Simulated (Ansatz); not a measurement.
## 1T (CdI2-type) MgI2

Level of theory: LDA (Ansatz, a first-principles code, PAW).

Settings: plane-wave cutoff 520 eV, 12×12×6 k mesh (along the axes of the cell as run), Fermi–Dirac smearing 0.01 eV, scalar-relativistic PAW data made under PBE.

Cell: relaxed at this level.

For 1T (CdI2-type) MgI2, the volume per atom comes out as 32.08 Å³/atom, the bulk modulus B0 is 17.5 GPa and the lattice constant a is 4.075 Å. The c axis length comes out as 6.694 Å, the band gap is 3.30 eV and the smallest direct gap on the k points sampled is 3.59 eV.

Measured, for comparison: lattice constant a 4.14 Å, lattice parameter c 6.88 Å (temperature not stated, copied from a table, unchecked, not corrected to a static lattice; as tabulated in Crystal Structures 1, 239 (1963)). Computed (rounded) less measured: lattice constant a not scored (unchecked), lattice parameter c not scored (unchecked). A static lattice is as a rule a little smaller and stiffer than an uncorrected measurement, which narrows the difference in the lattice constant a and would widen misses of the other sign.

Note: the bulk modulus comes from volumes at which shape and atoms were relaxed.

Spin–orbit coupling is not included; with these elements it can move the gap by several tenths of an eV or more.

Computed values are for the static lattice.

It cost around 8 core-minutes (rough) of CPU time.
